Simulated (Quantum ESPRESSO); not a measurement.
**Converging shifted k-point meshes: Te (C2, 3 atoms in the cell)**

```
Te
1.0
    2.21885    -3.84316     0.00000
    2.21885     3.84316     0.00000
    0.00000     0.00000     5.90035
Te
3
Direct
  0.00000   0.26300   0.66667
  0.74827   0.74827   0.00000
  0.26300   0.00000   0.33333
```

Method of the run: LDA (PZ), GBRV 1.5 ultrasoft (LDA) pseudopotentials (plane waves; Quantum ESPRESSO).

Base settings: ecutwfc = 40 Ry; ecutrho = 200 Ry; occupations = smearing; smearing = fd; degauss = 0.00147 Ry; potentials = {Te: te_lda_v1.uspp.F.UPF}; K_POINTS = automatic 3 3 2 0 0 0; conv_thr = 1e-08 Ry; mixing_beta = 0.7.

Shifted meshes do not hold Γ, so a gap read on them misses any band edge there.

Only quantities that move along the ladder and can be compared are tabulated.

The count of work is k-points × plane waves × bands × iterations; it is no time. Core times come from one kind of shared machine, to one figure; runs under 30 s give none.

The starting cell has typed, rounded lattice constants, without a prior relaxation at this level. Its lattice was rescaled by up to half a per cent. One atom was moved a little off its site on purpose. Spin-orbit coupling is off.

Steps (K_POINTS): automatic 2 2 1 1 1 1; automatic 2 2 2 1 1 1; automatic 3 3 2 1 1 1; automatic 4 4 2 1 1 1; automatic 4 4 3 1 1 1; automatic 5 5 3 1 1 1; automatic 6 6 4 1 1 1; automatic 8 8 5 1 1 1; automatic 9 9 6 1 1 1; automatic 11 11 7 1 1 1; automatic 19 19 12 1 1 1.

Task: What is the coarsest K_POINTS that holds the free energy within 0.5 meV/atom of the last step, with all finer ones?

Result: automatic 6 6 4 1 1 1, at 0.034 of the last step's count of work and about 0.04 of the last step's time; the step before is off by 2.0 meV/atom.

Task: What is the coarsest K_POINTS that holds the pressure within 1 GPa of the last step, with all finer ones?

Result: automatic 2 2 2 1 1 1, at 0.0021 of the last step's count of work; the step before is off by 2.2 GPa.

| K_POINTS | free energy less the last step's (meV/atom) | pressure (GPa) | largest difference of a force vector from the last step's (eV/Å) | gap on the mesh (eV) | count of work / last | core time / last (rough) |
|---|---|---|---|---|---|---|
| automatic 2 2 1 1 1 1 | 223.09 | 2.12 | 0.796 | 1.195 | 0.0012 | – |
| automatic 2 2 2 1 1 1 | 4.22 | -0.12 | 0.009 | 0.954 | 0.0021 | – |
| automatic 3 3 2 1 1 1 | 16.76 | 0.16 | 0.074 | 1.196 | 0.0039 | – |
| automatic 4 4 2 1 1 1 | 4.29 | -0.02 | 0.023 | 1.074 | 0.0078 | – |
| automatic 4 4 3 1 1 1 | -0.19 | -0.07 | 0.029 | 0.466 | 0.012 | 0.02 |
| automatic 5 5 3 1 1 1 | -1.97 | -0.12 | 0.033 | 0.579 | 0.016 | – |
| automatic 6 6 4 1 1 1 | 0.38 | -0.09 | 0.002 | 0.801 | 0.034 | 0.04 |
| automatic 8 8 5 1 1 1 | -0.16 | -0.10 | 0.001 | 0.376 | 0.076 | 0.07 |
| automatic 9 9 6 1 1 1 | -0.07 | -0.09 | 0.000 | 0.546 | 0.11 | 0.09 |
| automatic 11 11 7 1 1 1 | 0.00 | -0.09 | 0.000 | 0.284 | 0.20 | 0.2 |
| automatic 19 19 12 1 1 1 | 0.00 | -0.09 | 0.000 | 0.217 | 1.0 | 1 |

The gap on the mesh jumps up and down from mesh to mesh; it is no smooth measure of convergence.
